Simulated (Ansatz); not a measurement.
Ansatz (a program for electronic structure) is run on Li₃CrC₃O₉ (Ama2, 32 atoms in the cell), and the run fails. The aim is a self-consistent single point with DFT, LDA (PW92)+U, plane waves, default PAW files made with PBE.

Cell that was meant: a = 9.4898 Å, b = 6.0108 Å, c = 6.0108 Å, α = 107.75°, β = 90.00°, γ = 90.00°.

Part of the input:

Ansatz 0.2 input:
```yaml
  spin_polarized: true
scf:
  occupations: { method: gaussian, width: 0.05 }
  max_iter: 40
  convergence: { dr2_threshold: 1.0e-22 eV }
output:
  forces: true
  eigenvalues: true
```

The program printed (abridged):

```
SCF iter   1: F=—  HF=-19325.021587 eV  |F-HF|=—  |Δ(HF+E_count)|=         —  Δρ=8.04e-2 (↑8.04e-2 ↓5.64e-2)  dr2=7.32e1  dr2_m=1.32e0  M=6.056 μB ∫|m|=8.458 μB  β_m=1.00  ethr=3.10e-3  ⟨swp⟩=6.0  Hψ=13457  notcnv=0  defer=220
all-band conjugate gradients solve this SCF's bands
preconditioner: auto → Resta (q_TF=auto, 2.466 Å⁻¹)
   [... lines left out ...]
SCF iter  39: F=—  HF=-19313.987569 eV  |F-HF|=—  |Δ(HF+E_count)|=  7.28e-12  Δρ=1.47e-12 (↑1.47e-12 ↓1.22e-12)  dr2=1.56e-20  dr2_m=2.40e-22  M=6.000 μB ∫|m|=6.788 μB  β_m=0.62  ethr=1.00e-12  ⟨swp⟩=1.0  Hψ=6263  notcnv=0
SCF iter  40: F=—  HF=-19313.987569 eV  |F-HF|=—  |Δ(HF+E_count)|=    0.00e0  Δρ=4.21e-13 (↑4.21e-13 ↓4.01e-13)  dr2=1.65e-21  dr2_m=5.98e-23  M=6.000 μB ∫|m|=6.788 μB  β_m=0.60  ethr=1.00e-12  ⟨swp⟩=1.0  Hψ=6263  notcnv=0
Occupation matrices written to unconverged_occupation_matrices
Error: did not converge after 40 iterations: dr2 = 1.65e-21 (threshold 1.00e-22), under the density mixer `msr1`, which `scf.mixing.algorithm: auto` chose by the deck's other keys (type `scf.mixing.algorithm: msr1` to keep it); raise `scf.max_iter`, which need not help a stalled SCF, or adjust the mixing (`scf.mixing`) or, under a smearing, its width (`scf.occupations.width`, in either direction: another width is another result); this SCF holds its density and magnetisation to the symmetry operations that it keeps, and cannot end on a state that breaks one of them: if the state sought breaks one, re-run with `crystal.symmetry.detect: false`, without [...]
```

Question: Diagnose the run.

Answer: The fault is a threshold far tighter than needed, beside a limit on iterations. Each further decade of the residual costs iterations, and near the noise of double precision and of the grids the loop may never get there. To fix it, use a threshold that the task needs. The run ended unconverged after 40 iterations.

The sound input it was made from differs as follows (other fixes are possible):
```diff
-  max_iter: 40
-  convergence: { dr2_threshold: 1.0e-22 eV }
```

With that input, the run converged in 22 iterations: free energy E − TS (on the zero of these files) -19313.9876 eV; top of the valence band (on the code's own zero) 3.42 eV; gap on the k-point mesh 1.91 eV; pressure -9.77 GPa; largest force (vector length) 0.851 eV/Å (DFT, LDA (PW92)+U, plane waves, default PAW files made with PBE).

On the sound input: the starting cell comes from a database of computed structures (which also holds hypothetical and non-ambient phases and stackings), without a prior relaxation at this level. The magnetic order is the one reached from the typed start; others were not searched systematically. With U or open f shells several self-consistent states can exist. With a pressure of about -10 GPa the cell is away from its equilibrium volume at this level. Ansatz's pressure includes its estimate of the finite-basis (Pulay) stress. Without the estimate this run gives -10.79 GPa.

These are the values that this program gave, and no reference: magnets with a U can end in a higher state.
